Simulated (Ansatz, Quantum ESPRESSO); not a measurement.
## Code comparison for RbTeO3 (Pm-3m, 5 atoms in the cell)

Self-consistent single point.

```yaml
crystal:
  lattice:
    - [4.16775, 0.00000, 0.00000]
    - [0.00000, 4.16775, 0.00000]
    - [0.00000, 0.00000, 4.16775]
  atoms:
    - { symbol: Rb, position: [0.00000, 0.00000, 0.00000] }
    - { symbol: Te, position: [0.50000, 0.50000, 0.50000] }
    - { symbol: O, position: [0.50000, 0.50000, 0.00000] }
    - { symbol: O, position: [0.00000, 0.50000, 0.50000] }
    - { symbol: O, position: [0.50000, 0.00000, 0.50000] }
```

Shared settings, as Ansatz (a quantum-chemistry and plane-wave program) writes them: kpoints.mp_grid.grid = 6 6 6; magnetization.spin_orbit = true; scf.occupations.method = gaussian; scf.occupations.width = 0.0073 Ry. Potentials and cutoffs stand in the table.

```json
[
 {"code": "Ansatz", "model": "PBEsol with spin-orbit coupling, PAW files made with PBE", "pressure (GPa)": "-4.38", "cutoff": "default"},
 {"code": "Quantum ESPRESSO", "model": "PBEsol, spin-orbit coupling, PseudoDojo fully relativistic norm-conserving (PBESOL) pseudopotentials", "pressure (GPa)": "-4.20", "cutoff": "85 Ry"}
]
```

The spread over the programs that give each value: pressure within 0.18 GPa.

Ansatz's pressure is given at a fixed set of plane waves, as the other plane-wave codes print theirs; with its correction for the finite basis it is -4.04 GPa (the shift of 0.34 GPa shows how far the cutoff is from converged).

The starting cell comes from a database of computed structures (which also holds hypothetical and non-ambient phases and stackings), without a prior relaxation at this level. Its lattice was rescaled by a random factor within 2.5 % of one.

Left out of this page: Elk (with a known weakness of the program); FLEUR and SIESTA (not drawn, or without a comparable value).

Keys are those of Ansatz 0.2.
